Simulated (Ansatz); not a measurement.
Defect migration in beta Ga2O3: interstitial Na, charge state +1. Method: PBE, PAW (plane waves to 420 eV; Ansatz, a quantum-chemistry and plane-wave program).

Cell of 160 host sites held at the relaxed PBE lattice; the Γ point alone; Fermi-Dirac width 0.01 eV, spin-restricted; finite-size errors left in. Energies are static. The charge state is imposed; whether it is stable for some Fermi level was not computed. Sites that were not tried may lie lower.

Barriers: single points on a 2×2×2 k-point mesh shifted by half a step at the bands' geometries.

A. a concerted move, in which Na travels most; the atom moves 1.78 Å along (-0.05, -0.50, -0.13) of the unit cell; the moving atom starts with neighbours 2 Ga at 2.49; O at 1.99, 2 O at 2.15, 2 O at 2.49 Å and ends with 2 Ga at 2.49; O at 1.99, 2 O at 2.15, 2 O at 2.49 Å; saddle order not checked, on a symmetry element.
B. a concerted move, in which Na travels most; the atom moves 3.08 Å along (0.00, -1.00, 0.00) of the unit cell; the moving atom starts with neighbours 2 Ga at 2.26; 6 O at 2.14 Å and ends with 2 Ga at 2.26; 6 O at 2.14 Å; the start lies 0.86 eV above the lowest site run; saddle order not checked, on a symmetry element.

A band can be held on a symmetry element, so unchecked saddle points there may be too high.

Q: Order them by forward barrier (lowest first) at the level PBE, PAW.

A: A (0.29 eV), B (0.78 eV)
